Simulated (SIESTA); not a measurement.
Worked example: relaxation of cell and atoms of SrNiF₆ (R-3m, 8 atoms in the cell) in SIESTA.

Level of theory: GGA PBEsol, numerical atomic orbitals DZP, PseudoDojo PBEsol standard norm-conserving potentials (rewritten from UPF to PSML) (SIESTA).

```yaml
crystal:
  lattice:
    - [3.63099, 2.09635, 2.25259]
    - [-3.63099, 2.09635, 2.25259]
    - [0.00000, -4.19270, 2.25259]
  atoms:
    - { symbol: Sr, position: [0.50000, 0.50000, 0.50000] }
    - { symbol: Ni, position: [0.00000, 0.00000, 0.00000] }
    - { symbol: F, position: [0.72210, 0.72210, 0.06795] }
    - { symbol: F, position: [0.27790, 0.27790, 0.93205] }
    - { symbol: F, position: [0.06795, 0.72210, 0.72210] }
    - { symbol: F, position: [0.93205, 0.27790, 0.27790] }
    - { symbol: F, position: [0.72210, 0.06795, 0.72210] }
    - { symbol: F, position: [0.27790, 0.93205, 0.27790] }
```

Reference input (self-consistent single point, DFT, GGA PBEsol, numerical atomic orbitals DZP, PseudoDojo PBEsol standard norm-conserving potentials (rewritten from UPF to PSML)): XC.functional = GGA; XC.authors = PBEsol; potentials = PseudoDojo PBEsol standard; PAO.BasisSize = DZP; PAO.EnergyShift = 0.01 Ry; MeshCutoff = 300 Ry; kgrid.MonkhorstPack = 5 5 5; OccupationFunction = FD; ElectronicTemperature = 10 K; MaxSCFIterations = 150; SCF.Mixer.Method = Pulay; SCF.Mixer.Weight = 0.1. This run's input differs from it in these lines:

```diff
@@ -48,2 +48,7 @@
 Diag.ParallelOverK           true
+MD.TypeOfRun                 FIRE
+MD.Steps                     40
+MD.MaxForceTol               0.02 eV/Ang
+MD.VariableCell              true
+MD.MaxStressTol              0.05 GPa
 WriteForces                  true
```

Log, with long lists cut:

```
        iscf     Eharris(eV)        E_KS(eV)     FreeEng(eV)     dDmax    Ef(eV) dHmax(eV)
   scf:    1    -9398.671370    -9466.488372    -9466.488372  1.681672 -1.201226 44.467687
   scf:    2    -9502.888582    -9486.336402    -9486.336402  0.426356 -5.093899 28.370785
   scf:    3    -9460.180144    -9492.716949    -9492.716949  0.609711 -7.484047 19.839994
   scf:    4    -9481.814297    -9497.390799    -9497.390799  0.388038 -6.593901 14.257173
   scf:    5    -9480.436091    -9496.365692    -9496.365692  0.348737 -7.797695 15.714801
   [... 7 lines left out ...]
   scf:   13    -9501.262303    -9501.262300    -9501.262300  0.000243 -7.032169  0.000948
   scf:   14    -9501.262300    -9501.262300    -9501.262300  0.000021 -7.032235  0.000978
   scf:   15    -9501.262300    -9501.262300    -9501.262300  0.000018 -7.032111  0.000256
   scf:   16    -9501.262300    -9501.262300    -9501.262300  0.000010 -7.032043  0.000374
SCF Convergence by DM+H criterion
max |DM_out - DM_in|         :     0.0000098141
max |H_out - H_in|      (eV) :     0.0003742742
SCF cycle converged after 16 iterations

Using DM_out to compute the final energy and forces

siesta: E_KS(eV) =            -9501.2623

siesta: E_KS - E_eggbox =     -9501.2623

siesta: Atomic forces (eV/Ang):
     1    0.000000   -0.000000   -0.000000
   [... lines left out ...]
siesta: Pressure (static):        -90.07201350  kBar
siesta: Pressure (total):        -90.07201350  kBar
No target stress found, assuming hydrostatic MD.TargetPressure.
Target stress (kBar)
outcell: Cell volume (Ang**3)        :     92.3599
        iscf     Eharris(eV)        E_KS(eV)     FreeEng(eV)     dDmax    Ef(eV) dHmax(eV)
siesta: Pressure (static):          2.03371227  kBar
siesta: Pressure (total):          2.03371227  kBar
   [... lines left out ...]
outcell: Cell angles (23,13,12) (deg):     99.1946     99.1946     99.1946
outcell: Cell volume (Ang**3)        :     92.3599

siesta: Program's energy decomposition (eV):
siesta: FreeEng =     -9501.542097

siesta: Stress tensor (static) (eV/Ang**3):
siesta:    -0.000845    0.000000   -0.000000
siesta:     0.000000   -0.000845   -0.000000
siesta:    -0.000000   -0.000000   -0.002118

siesta: Constrained stress tensor (static) (eV/Ang**3):
siesta:    -0.000845    0.000000   -0.000000
siesta:     0.000000   -0.000845   -0.000000
siesta:    -0.000000   -0.000000   -0.002118

siesta: Cell volume =         92.359923 Ang**3

siesta: Pressure (static):
siesta:                Solid            Molecule  Units
siesta:           0.00001382          0.00000962  Ry/Bohr**3
siesta:           0.00126934          0.00088339  eV/Ang**3
siesta:           2.03371227          1.41534121  kBar
```

The relaxation ended unconverged. 

The starting cell comes from a database of computed structures (which also holds hypothetical and non-ambient phases and stackings), without a prior relaxation at this level. Its lattice was rescaled by a random factor within 2.5 % of one. Values carry the incompleteness of an atom-centred basis.

Cost on one core of a shared machine: roughly 10 min.
